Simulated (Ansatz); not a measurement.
Antifluorite Be2C, treated with rVV10 (plane waves, PAW; Ansatz, a first-principles code).

Settings: plane-wave cutoff 520 eV, 14×14×14 k mesh, Fermi–Dirac smearing 0.01 eV, scalar-relativistic PAW data made under PBE.

Computed points:

```tsv
V (Å³/atom)	E − E_lowest (meV/atom)
6.363	16.65
6.498	7.18
6.634	1.75
6.769	0.00
6.905	1.61
7.040	6.29
7.175	13.78
```

**Question.** What bulk modulus B0 and pressure derivative B′ does a third-order Birch–Murnaghan fit give?

**Answer.** V0 = 6.770 Å³/atom, B0 = 199 GPa, B′ = 3.5 (fit to the energies at full precision).

Measured, for comparison: equilibrium volume per atom 6.81 Å³/atom (temperature not stated, no zero-point or thermal correction; as tabulated in Freccero, Grin, Wagner, Dalton Trans. (2023), ESI). Computed (rounded) less measured: equilibrium volume per atom -0.6 %. A static lattice is as a rule a little smaller and stiffer than an uncorrected measurement, which narrows the difference in the equilibrium volume per atom and would widen misses of the other sign.

The computed numbers hold no vibrational or temperature effects.
